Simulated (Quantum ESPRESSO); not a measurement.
# Short convergence ladders for Hf2Ge (Fmm2, 6 atoms in the cell)

```yaml
crystal:
  lattice:
    - [-3.28040, 3.28040, 2.63854]
    - [3.28040, -3.28040, 2.63854]
    - [3.28040, 3.28040, -2.63854]
  atoms:
    - { symbol: Hf, position: [0.34424, 0.15576, 0.50000] }
    - { symbol: Hf, position: [0.65576, 0.84424, 0.50000] }
    - { symbol: Hf, position: [0.16115, 0.66115, 0.82230] }
    - { symbol: Hf, position: [0.84424, 0.34424, 0.18848] }
    - { symbol: Ge, position: [0.25000, 0.25000, 0.00000] }
    - { symbol: Ge, position: [0.75000, 0.75000, 0.00000] }
```

Base method: PBEsol, PSlibrary PAW (PBE) pseudopotentials (plane waves; Quantum ESPRESSO 7.5).

Base settings: ecutwfc = 55 Ry; ecutrho = 330 Ry; occupations = smearing; smearing = fermi-dirac; degauss = 0.0073499 Ry; input_dft = pbesol; potentials = {Hf: Hf.pbe-spn-kjpaw_psl.1.0.0.UPF, Ge: Ge.pbe-n-kjpaw_psl.1.0.0.UPF}; K_POINTS = automatic 3 3 3 0 0 0; conv_thr = 1e-11 Ry; mixing_beta = 0.4.

The count of work is k-points × plane waves × bands × iterations; it is no time. 

**The cutoff for other potential files**

Level: DFT, PBEsol, plane waves, SSSP 1.1.2 efficiency (PBE) pseudopotentials.

In this ladder: pseudopotentials = {Hf: Hf-sp.oncvpsp.upf, Ge: ge_pbe_v1.4.uspp.F.UPF}. Moved along: ecutrho.

The second cell is the first with its lattice scaled by 0.98.

The mesh stays at the base's, so the ladder's end is converged at best in this setting alone.

Only quantities that move along the ladder and can be compared are tabulated.

| ecutwfc | free energy less the last step's (meV/atom) | energy of the compressed cell less the first (meV/atom) | pressure (GPa) | largest difference of a force vector from the last step's (eV/Å) | count of work / last |
|---|---|---|---|---|---|
| 27 Ry | 1366.36 | 22.75 | -41.22 | 0.017 | 0.100 |
| 33 Ry | 407.09 | 37.00 | -15.40 | 0.005 | 0.13 |
| 42 Ry | 54.05 | 32.81 | -3.12 | 0.001 | 0.21 |
| 51 Ry | 6.38 | 32.94 | -0.19 | 0.000 | 0.28 |
| 60 Ry | 4.23 | 32.99 | 0.08 | 0.000 | 0.35 |
| 90 Ry | 2.56 | 32.98 | 0.03 | 0.000 | 0.65 |
| 120 Ry | 0.00 | 32.97 | 0.09 | 0.000 | 1.0 |

Coarsest ecutwfc that holds the energy of the compressed cell less the first within 2 meV/atom of the last step, with all finer ones: 42 Ry, at 0.21 of the last step's count of work; the step before is off by 4.0 meV/atom.

Coarsest ecutwfc that holds the free energy within 5 meV/atom: not settled: the last two steps still differ by 2.6 meV/atom, over half the tolerance, so the ladder does not show it.

Coarsest ecutwfc that holds the forces within 0.01 eV/Å of the last step, with all finer ones: 33 Ry, at 0.13 of the last step's count of work; the step before is off by 0.017 eV/Å.

At the lowest cutoff the pressure lies 41.3 GPa under the last step's, the usual sign of Pulay stress in an incomplete plane-wave basis.

**The density cutoff**

The second cell is the first with its lattice scaled by 0.98.

The mesh stays at the base's, so the ladder's end is converged at best in this setting alone.

Only quantities that move along the ladder and can be compared are tabulated.

| ecutrho | free energy less the last step's (meV/atom) | energy of the compressed cell less the first (meV/atom) | pressure (GPa) | largest difference of a force vector from the last step's (eV/Å) |
|---|---|---|---|---|
| 110 Ry | -24.76 | 27.33 | 0.88 | 0.026 |
| 165 Ry | -3.79 | 26.18 | -0.97 | 0.005 |
| 220 Ry | -0.71 | 25.82 | -1.13 | 0.000 |
| 275 Ry | -0.13 | 25.86 | -1.13 | 0.000 |
| 330 Ry | -0.09 | 25.86 | -1.13 | 0.000 |
| 550 Ry | 0.00 | 25.86 | -1.14 | 0.000 |
| 880 Ry | 0.00 | 25.86 | -1.14 | 0.000 |

Coarsest ecutrho that holds the pressure within 0.5 GPa of the last step, with all finer ones: 165 Ry; the step before is off by 2.0 GPa.

Coarsest ecutrho that holds the energy of the compressed cell less the first within 0.2 meV/atom of the last step, with all finer ones: 220 Ry; the step before is off by 0.31 meV/atom.

Coarsest ecutrho that holds the free energy within 0.5 meV/atom of the last step, with all finer ones: 275 Ry; the step before is off by 0.71 meV/atom.

The energy difference between the two cells stays within 1 meV/atom of the last step's from 165 Ry on, the total only from 220 Ry on: much of the error is common to both cells and cancels.

On the base run: the starting cell comes from a database of computed structures (which also holds hypothetical and non-ambient phases and stackings), without a prior relaxation at this level. Its lattice was rescaled by up to half a per cent. One atom was moved a little off its site on purpose. Without a gap this mesh is coarse (it stands for a supercell whose shortest vector is 16 Å).
